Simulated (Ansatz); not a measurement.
The starting structures come from a database of crystals and need not be the phases stable at ambient conditions.

 Where the default PAW files enter, the runs use the earlier of Ansatz's two default sets.

Inside the gap of an insulator the Bloch states are evanescent, with a wavenumber k + iκ along the transport direction.

Given:

```
O2Te
1.0
    4.73597     0.00000     0.00000
    0.00000     7.49826     0.00000
    0.00000     0.00000     4.83262
Te O
4 8
Direct
  0.02773   0.50000   0.97227
  0.52773   0.25000   0.52773
  0.97227   0.00000   0.02773
  0.47227   0.75000   0.47227
  0.13926   0.68488   0.73979
  0.76021   0.43488   0.63926
  0.86074   0.18488   0.26021
  0.23979   0.93488   0.36074
  0.36074   0.56512   0.23979
  0.73979   0.81512   0.13926
  0.63926   0.06512   0.76021
  0.26021   0.31512   0.86074
```

Space group of this cell: P2_12_12_1. The cell is strained (lengths across the current scaled by 0.98, ions clamped); by r2SCAN its mean pressure is 7.3 GPa.

Transport runs along the normal of the first two printed cell vectors.

The gap is the functional's own, uncorrected, and κ follows it; spin-orbit coupling is left out. Mid-gap values are interpolated between the computed energies.

Q: Compute, with r2SCAN (Ansatz, a quantum-chemistry and plane-wave program), the band gap and the smallest decay constant κ at mid-gap.

A: Gap 3.68 eV on a 6×4×6 mesh; κ = 0.425 1/Å, at (0.333, 0.000) of the in-plane reciprocal vectors. At the zone centre, at the nearest computed energy, the slowest state has κ = 0.45 1/Å.
